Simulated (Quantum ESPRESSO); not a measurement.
σyy against uniaxial strain in fcc Cu (space group 225): C12 (Quantum ESPRESSO, LDA)

```
Cu
1.0
    0.00000     1.76165     1.76165
    1.73522     0.00000     1.76165
    1.73522     1.76165     0.00000
Cu
1
Direct
  0.00000   0.00000   0.00000
```

Method of the run: LDA (PZ), GBRV 1.5 ultrasoft (LDA) pseudopotentials (plane waves; Quantum ESPRESSO). Settings: ecutwfc = 65 Ry; ecutrho = 520 Ry; occupations = smearing; smearing = fermi-dirac; degauss = 0.0036749 Ry; potentials = {Cu: cu_lda_v1.2.uspp.F.UPF}; K_POINTS = automatic 42 42 42 0 0 0; conv_thr = 1e-10 Ry. The cell above is the first row's. The rows stretch one cube axis (x) by the strain ε and hold the other two. Stress is positive in tension. In all rows the k mesh is held.

| ε (%) | σyy (GPa) |
|---|---|
| -1.5 | -2.36 |
| -1.0 | -1.46 |
| -0.5 | -0.61 |
| 0.0 | 0.18 |
| 0.5 | 1.02 |
| 1.0 | 1.86 |
| 1.5 | ? |

Question: Using a parabola, estimate the missing σyy at ε = 1.5 from the other rows, showing the fit.

Answer: Least squares gives σyy = 0.207 + 1.6639·ε - 0.0243·ε². Residuals (row less fit): -0.016, 0.021, 0.021, -0.027, -0.013, 0.013; standard error 0.027 (degrees of freedom: 3). The slope at ε = 0, 1.6639 GPa per cent, gives C12 ≈ 100 × 1.6639 = 166 GPa, for the static lattice. At the withheld row, σyy = 0.207 + 1.6639 × 1.5 - 0.0243 × 1.5² = 2.648 GPa. The calculation gives 2.61 GPa, 0.038 GPa below the prediction (0.8 % of the range of σyy in the table). The row lies outside the fitted rows, so this is an extrapolation. From the scatter of the fitted rows alone, a prediction at this place has a standard error of 0.056 GPa, so the miss is 0.7 times that.

Carrying the step between the two nearest rows on in a straight line would have given 2.70, off by 0.09; series whose last step already gives the withheld value aren't shown. The reference cell has the volume at which an earlier scan in this program and functional put its minimum by a fit. The unstrained cell stands at a pressure of -0.18 GPa, and the constants belong to that pressure. Spin polarisation is off. Without a gap such slopes are sensitive to mesh and smearing. 1 of the planned runs didn't end soundly and are left out. Cutoffs and mesh are single choices, not tested for convergence of this quantity. Series with a scatter that would blur these digits, or in which a gap closes, are not shown. Strain series were run only where this level's volume lies within 10 % of a first guess from the measured size.
